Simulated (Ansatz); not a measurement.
We consider Al2Cu (I4/mcm, No. 140), described by PBE-D3(BJ) (PAW; Ansatz, a first-principles code).

Run with plane-wave cutoff 520 eV, 14×14×14 k mesh, Fermi–Dirac smearing 0.05 eV, no spin polarisation, scalar-relativistic PAW data made under PBE.

Cell (relaxed at this level):

```
Al2Cu
1.0
   -2.98466     2.98466     2.40195
    2.98466    -2.98466     2.40195
    2.98466     2.98466    -2.40195
Al Cu
4 2
Cartesian
  0.94327   3.92793   0.00000
  2.04138   0.94327   0.00000
  0.94327   2.04138   2.40195
  2.04138  -0.94327   2.40195
  0.00000   0.00000   3.60293
  0.00000   0.00000   1.20098
```

### Question
Give the computed bulk modulus and pressure derivative B′ of the bulk modulus.

### Answer

- bulk modulus: 111 GPa
- pressure derivative B′ of the bulk modulus: 4.5

The run finds no gap.

Note: the bulk modulus comes from volumes at which shape and atoms were relaxed.

The computed numbers hold no vibrational or temperature effects.

The result took very roughly 8 core-minutes.
